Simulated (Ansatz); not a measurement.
Consider the reaction energy. Reaction: NiSi (Pnma) + Si (diamond) → NiSi2 (Fm-3m). Negative: the products are lower in energy.

NiSi2 (Fm-3m), 3 atoms in the cell; spin state with PBE: no moments, k-point mesh 12×12×12 on the run's own vectors.
Space group Fm-3m (No. 225); a = b = c = 5.4436 Å, α = β = γ = 90.00°

```json
[
 {"atom": "Si", "site": "8c", "symmetry": "-43m", "x": "0.2500", "y": "0.2500", "z": "0.2500"},
 {"atom": "Ni", "site": "4a", "symmetry": "m-3m", "x": "0.0000", "y": "0.0000", "z": "0.0000"}
]
```
(The calculation used a cell of 3 atoms; values per cell refer to that cell.)

NiSi (Pnma), 8 atoms in the cell; spin state with PBE: no moments, k-point mesh 10×8×6 on the run's own vectors.
```
CELL_PARAMETERS angstrom
      0.00000    -3.37443     0.00000
     -5.15620     0.00000     0.00000
      0.00000     0.00000    -5.61867
ATOMIC_POSITIONS crystal
  Si 0.25000 0.17876 0.41595
  Si 0.75000 0.82124 0.58405
  Si 0.75000 0.32124 0.91595
  Si 0.25000 0.67876 0.08405
  Ni 0.75000 0.49173 0.31152
  Ni 0.25000 0.50827 0.68848
  Ni 0.25000 0.00827 0.81152
  Ni 0.75000 0.99173 0.18848
```

Si (diamond, Fd-3m), 2 atoms in the cell, k-point mesh 10×10×10 on the run's own vectors. Conventional cell: a = b = c = 5.4697 Å, α = β = γ = 90.00°.

Plane-wave PAW calculations with Ansatz (an electronic-structure program), its PAW set soft_1, cutoff 500 eV. The structures are at rest with PBE; other levels are single points on them. Neutral cells; Fermi-Dirac smearing of at most 0.05 eV in the solids, energies taken to zero width. The lattices are those relaxed with PBE, so at other levels the solids can be strained. A dispersion term (D3(BJ), or D4 for r2SCAN) was computed beside these levels and is taken off wherever the name lacks it. No zero-point or thermal terms. Cells are local rest points, mostly with their start's symmetry.

**Question.** What is the computed value (r2SCAN)?

**Answer.** -0.09 eV, for NiSi (Pnma) + Si (diamond) → NiSi2 (Fm-3m).
